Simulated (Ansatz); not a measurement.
System: white tin (β-Sn). Method: revPBE (Ansatz, a quantum-chemistry and plane-wave program, PAW).

Numerical settings: plane-wave cutoff 520 eV, 20×20×20 k mesh, Fermi–Dirac smearing 0.05 eV, scalar-relativistic PAW data made under PBE.

A third-order Birch–Murnaghan fit to the energies gives V0 = 29.027 Å³/atom, B0 = 44.3 GPa, B′ = 4.9.

| V (Å³/atom) | P (GPa) |
|---|---|
| 27.861 | (withheld) |
| 28.442 | 0.949 |
| 29.022 | 0.008 |
| 29.603 | -0.829 |
| 30.183 | (withheld) |

Problem. Estimate the withheld pressures from this fit; the answers are the runs' own values.

Solution. 
- 27.861, P (GPa): 2.008
- 30.183, P (GPa): -1.573

The formula P = (3/2) B0 (x^(7/3) − x^(5/3)) [1 + (3/4)(B′ − 4)(x^(2/3) − 1)] with x = V0/V meets the computed pressures within 0.01 GPa when these rounded values are put in.

Shape and atoms are relaxed at each volume.

Measured, for comparison: bulk modulus 57.0 GPa (temperature not stated, no zero-point or thermal correction; as tabulated in Chen et al. (2023), arXiv:2209.05059). Computed (rounded) less measured: bulk modulus -22 %.

Note: the bulk modulus comes from volumes at which shape and atoms were relaxed.

Spin–orbit coupling is not included.

Static lattice: no zero-point or thermal effects.

Computing time: about 6 core-minutes (a rough figure).
